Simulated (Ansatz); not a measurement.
Consider ZrSe2 in the fluorite structure (space group Fm-3m, No. 225; a hypothetical phase, not in the database extracts checked; relaxed with 0.1 eV smearing).

```xyz
3
Lattice="0.0000 3.2534 3.2534 3.2534 0.0000 3.2534 3.2534 3.2534 0.0000" Properties=species:S:1:pos:R:3 pbc="T T T"
Zr     0.0000     0.0000     0.0000
Se     1.6267     1.6267     1.6267
Se     4.8801     4.8801     4.8801
```

Cartesian axes are those of the cell as printed.

All numbers come from PBEsol, PAW, 420 eV (Ansatz, a first-principles code; without spin-orbit coupling).

Modification: the cell is stretched by 4.71 % along y with no lateral relaxation, atoms relaxed at fixed cell.

Problem. Predict the stress tensor and what it implies for the stiffness.

Solution. Stress of the strained cell less that of the base (GPa, compression positive):
```
   -2.3     0.0     0.0
    0.0    -7.1     0.0
    0.0     0.0    -2.3
```

Then −Δσ_ii/ε with ε = 0.0471 gives secant stiffness values (nonlinear terms included at this strain): C22 ≈ 150 GPa, C12 ≈ 49 GPa and C23 ≈ 49 GPa.

As a check, the harmonic strain energy −½ V₀ Δσ:ε is 24 meV/atom; the computed energy rise is 25 meV/atom.

No phonon test of stability was made. The final runs are not spin-polarised.
